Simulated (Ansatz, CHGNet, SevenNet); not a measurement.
# MoP (P-6m2, No. 187; start mp-219): properties by level of theory

```
level (code)              lattice parameter a (Å)  c axis length (Å)
------------------------  -----------------------  -----------------
CHGNet 0.3.0 (CHGNet)                       3.242              3.206
SevenNet-l3i5 (SevenNet)                    3.249              3.195
PBE (Ansatz)                                3.241              3.196
PBE-D3(BJ) (Ansatz)                         3.199              3.175
PBE-D4 (Ansatz)                             3.206              3.178
HSE06 (Ansatz)                              3.201              3.173
```

Caveats: hybrids on metals are sensitive to the k mesh and can open a false gap (HSE06); the relaxation could not lower the start's symmetry, so the cell can be a saddle point above a distorted one (CHGNet 0.3.0, SevenNet-l3i5, PBE, PBE-D3(BJ), PBE-D4, HSE06). Ansatz's density-functional and Hartree–Fock values are scalar-relativistic unless marked +SOC, with PAW data made under PBE.

Static lattice: no zero-point or thermal effects.

A start named mp-… is a Materials Project structure, which can be a computed phase never made.

Ansatz is a first-principles code.
